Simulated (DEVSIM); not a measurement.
System: Pd/SiO2/n-Si capacitor, at 300 K.

```
layer (left to right)  material  thickness (nm)  Nd (cm⁻³)
---------------------  --------  --------------  ---------
1                          SiO2            7.20          -
2                            Si           14000     1.6e15
```

Metal gate on the left, work function 5.2 eV. Fixed charge at the semiconductor interface 1.2e11 cm⁻² (in units of +e); no interface traps.

This is a model device: material constants are rounded textbook-type values typed into the input, and sizes, dopings and lifetimes were drawn at random. Values at 300 K.

```csv
parameter,SiO2,Si
gap (eV),9,1.124
affinity (eV),0.9,4.05
permittivity,3.9,11.7
Nc (cm⁻³),-,2.86e19
Nv (cm⁻³),-,3.1e19
```

Simulated with DEVSIM: 1D Poisson equation in equilibrium, Boltzmann statistics, complete ionisation; no quantum confinement or tunnelling. Metal contacts follow the ideal Schottky-Mott rule: no Fermi-level pinning, no interface dipoles.

The substrate doping was swept, all else fixed.

| substrate doping (cm^-3) | minimum of the low-frequency capacitance (μF/cm²) | flat-band voltage (V) | threshold voltage (band bending 2φF) (V) |
|---|---|---|---|
| 8e13 | 0.00447 | 0.78 | 0.31 |
| 1.6e14 | 0.00607 | 0.80 | 0.29 |
| 3.2e14 | 0.00832 | 0.82 | 0.27 |
| 8e14 | 0.0122 | 0.84 | 0.23 |
| 1.6e15 | 0.0162 | 0.86 | 0.20 |
| 3.2e15 | 0.0222 | 0.87 | 0.17 |

From the first row to the last the minimum of the low-frequency capacitance goes from 0.00447 to 0.0222. From the first row to the last the flat-band voltage goes from 0.78 to 0.87.
